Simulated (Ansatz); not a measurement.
# Cubic perovskite KCdF₃

All values below come from r²SCAN (Ansatz, a program for electronic structure, plane waves, PAW).

Numerical settings: plane-wave cutoff 500 eV, 10×10×10 k mesh, Fermi–Dirac smearing 0.05 eV, scalar-relativistic PAW data made under PBE.

Cell (relaxed at this level):

```yaml
crystal:
  lattice:
    - [4.38568, 0.00000, 0.00000]
    - [0.00000, 4.38568, 0.00000]
    - [0.00000, 0.00000, 4.38568]
  atoms:
    - { symbol: K, position: [0.00000, 0.00000, 0.00000] }
    - { symbol: Cd, position: [0.50000, 0.50000, 0.50000] }
    - { symbol: F, position: [0.50000, 0.00000, 0.50000] }
    - { symbol: F, position: [0.00000, 0.50000, 0.50000] }
    - { symbol: F, position: [0.50000, 0.50000, 0.00000] }
```

```json
{
 "band_gap": "3.84 eV (on the SCF k mesh)"
}
```

Note: the relaxation could not lower the start's symmetry, so the cell can be a saddle point above a distorted one.

Spin–orbit coupling is not included.

Static lattice: no zero-point or thermal effects.
